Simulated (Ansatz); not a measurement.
Take C in the diamond structure (space group Fd-3m, No. 227; a = 3.554 Å) as the base. Axes: x, y, z lie along the cube axes.

The values are results of Ansatz (a first-principles code), PBEsol, PAW, cutoff 420 eV, no SOC, not measurements.

Strains are applied to the cell and any free atomic positions relax.

One change was made to it. Results:

The valence-band top at Γ (three highest levels, from the VBM) goes from 0.00, 0.00, 0.00 eV to 0.00, -0.46, -0.46 eV; the smallest direct gap drops by 0.46 eV to 5.11 eV; the pressure (mean of the normal stresses, compression positive) goes from zero to 14.50 GPa.

Q: Which of these changes matches the shifts?
A. uniaxial strain ε_zz = −1.50 %
B. uniaxial strain ε_zz = +2.00 %
C. uniaxial strain ε_zz = −3.00 %

A: C, uniaxial strain ε_zz = −3.00 %. For comparison, the valence-band top at Γ in the other runs: uniaxial strain ε_zz = −1.50 % gives 0.00, -0.23, -0.23 eV; uniaxial strain ε_zz = +2.00 % gives 0.00, 0.00, -0.30 eV.

Stability against distortions was not tested.
